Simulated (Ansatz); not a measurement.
An Ansatz (a first-principles code) run: SrIF; PBEsol (Ansatz; PAW; 420 eV plane waves; without spin-orbit coupling).

Input:

Ansatz 0.2 input:
```yaml
crystal:
  lattice:
    - [4.2004020409, 0, 0]
    - [0, 4.2004020409, 0]
    - [0, 0, 8.9168720806]
  atoms:
    - { symbol: Sr, position: [0.5, 0, 0.1493955932] }
    - { symbol: Sr, position: [0, 0.5, 0.8506044068] }
    - { symbol: I, position: [0.5, 0, 0.6697031234] }
    - { symbol: I, position: [0, 0.5, 0.3302968766] }
    - { symbol: F, position: [0.5, 0.5, 0] }
    - { symbol: F, position: [0, 0, 0] }
basis: { ecutwfc: 420, ecutrho_ratio: 4, xc_grid: 2, fft_grid_basis: typed }
kpoints: { mp_grid: { grid: [8, 8, 4] } }
hamiltonian:
  xc: pbesol
  dispersion: none
  pseudopotentials: { kind: paw }
scf: { occupations: { method: fermi_dirac, width: 0.05 }, convergence: { dr2_threshold: 0.0000000006 } }
output: { forces: true, stress: true }
```

Output (explanatory and most iteration lines left out):

```
Pseudopotential: Sr, paw, valence charge 10
Pseudopotential: I, paw, valence charge 17
Pseudopotential: F, paw, valence charge 7
Crystal: 6 atoms, lattice volume = 157.324 Å³
Basis set: ecut = 420 eV, 3065 PW (Γ), exchange–correlation on 60×60×120 points (8 copies of the dense FFT grid, shifted against one another)
Bands: 40, of which v1, the nominal top of the filled ones, is band 34 counted from 1 (33 counted from 0)
Symmetry: 16 space group operations
Space group: P4/nmm (ITA 129), of the structure as read, at distance tolerance 5.4e-5 Å
k-points: 45 of 256
Functional: x = pbesol(κ = 0.804, μ = 0.12345679012345678), c = pbesol(β = 0.046)
SCF iter   1: F=—  HF=-23461.548823 eV  |F-HF|=—  |Δ(HF+E_count)|=         —  Δρ=7.71e-3  dr2=6.20e-2  ethr=1.77e-3  ⟨swp⟩=10.8  Hψ=9923  notcnv=0
SCF iter   2: F=—  HF=-23461.533214 eV  |F-HF|=—  |Δ(HF+E_count)|=   1.56e-2  Δρ=1.84e-3  dr2=3.96e-3  ethr=9.12e-5  ⟨swp⟩=2.3  Hψ=3406  notcnv=0  defer=81
SCF 1 converged in 9 iterations: F = -23461.533340 eV  dr2 = 1.12e-10
SCF converged after 9 iterations
Free energy (F): -23461.533340 eV
Internal energy: -23461.533340 eV  (E = F + TS)
E sigma→0 (E₀):  -23461.533340 eV
Fermi energy:    8.133708 eV
--- Forces (eV/Å), atoms counted from 1 ---
  atom   1  Sr    -0.00000000     0.00000000    -0.00040159
  atom   2  Sr     0.00000000     0.00000000     0.00040159
  atom   3  I      0.00000000     0.00000000    -0.00028328
  atom   4  I      0.00000000     0.00000000     0.00028328
  atom   5  F      0.00000000     0.00000000    -0.00000000
  atom   6  F      0.00000000     0.00000000     0.00000000
--- Stress (GPa, compression-positive) ---
       -0.004961       0.000000       0.000000
        0.000000      -0.004961       0.000000
        0.000000       0.000000      -0.005438
  P = ⅓ Tr σ = -0.0051 GPa (-0.051 kbar)
```

With I present, leaving out spin-orbit coupling can change the band edges. Stability against distortions was not tested. The cell is SrIF (space group P4/nmm, No. 129; a cell from a computed database, its experimental status unchecked; layered, stacked along the Cartesian z axis). No dispersion term is included in the PBEsol runs.
